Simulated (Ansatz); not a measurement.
Where the default PAW files enter, the runs use the earlier of Ansatz's two default sets.

**Evanescent states of Bi$_{2}$Se$_{3}$ (R-3m, 5 atoms a cell, 28.2 Å³ an atom) along the normal of (110)**

Computed with r2SCAN (plane waves, PAW; Ansatz, a first-principles code).

No gap correction and no spin-orbit coupling; mid-gap values are interpolated between computed energies.

Energies count from the valence-band top; κ is the least over a 6×4 mesh across the current.

```json
[
 {"E (eV)": "0.03", "κ (1/Å)": "0.029", "where": "Γ"},
 {"E (eV)": "0.07", "κ (1/Å)": "0.049", "where": "Γ"},
 {"E (eV)": "0.12", "κ (1/Å)": "0.062", "where": "Γ"},
 {"E (eV)": "0.17", "κ (1/Å)": "0.071", "where": "Γ"},
 {"E (eV)": "0.23", "κ (1/Å)": "0.071", "where": "Γ"},
 {"E (eV)": "0.28", "κ (1/Å)": "0.063", "where": "Γ"},
 {"E (eV)": "0.33", "κ (1/Å)": "0.054", "where": "Γ"},
 {"E (eV)": "0.38", "κ (1/Å)": "0.041", "where": "Γ"},
 {"E (eV)": "0.42", "κ (1/Å)": "0.018", "where": "Γ"}
]
```

Task: How thick must the barrier be to attenuate the transmission by 10^6 when the electrodes' Fermi level lies at 0.12 eV, and what attenuation does that film give at 0.23 eV?

Result: d = 6 ln 10 / (2 × 0.062) = 111.4 Å. At 0.23 eV it gives 6 × 0.071/0.062 = 6.9 decades.
